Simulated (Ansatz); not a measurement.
# A computed series for InMo3Se3: pressure series

Start from InMo₃Se₃ (space group P6_3/m, No. 176; a = 8.7685 Å, c = 4.4768 Å; a cell from a computed database, its experimental status unchecked).

Cell and atoms are relaxed at each pressure.

All numbers come from PBEsol (Ansatz, a first-principles code; PAW; 420 eV plane waves; no spin-orbit coupling).

```tsv
case	c/a ratio	shortest interatomic distance
base	0.511	2.593 Å
pressure −2 GPa	0.492	2.603 Å
pressure −1 GPa	0.502	2.598 Å
pressure 0.3 GPa	0.513	2.591 Å
pressure 0.7 GPa	0.516	2.589 Å
pressure 1.5 GPa	0.521	2.585 Å
pressure 3 GPa	0.531	2.577 Å
pressure 5 GPa	0.542	2.568 Å
pressure 7.5 GPa	?	?
pressure 10 GPa	0.571	2.534 Å
```

### Question
What belongs in the blanks?

### Answer

- pressure 7.5 GPa, c/a ratio: 0.560
- pressure 7.5 GPa, shortest interatomic distance: 2.553 Å

Load acts through the strain it causes; cell and atoms are relaxed under it. Whether these cells are dynamically stable was not tested. Competing high-pressure phases were not computed. The final runs are not spin-polarised.
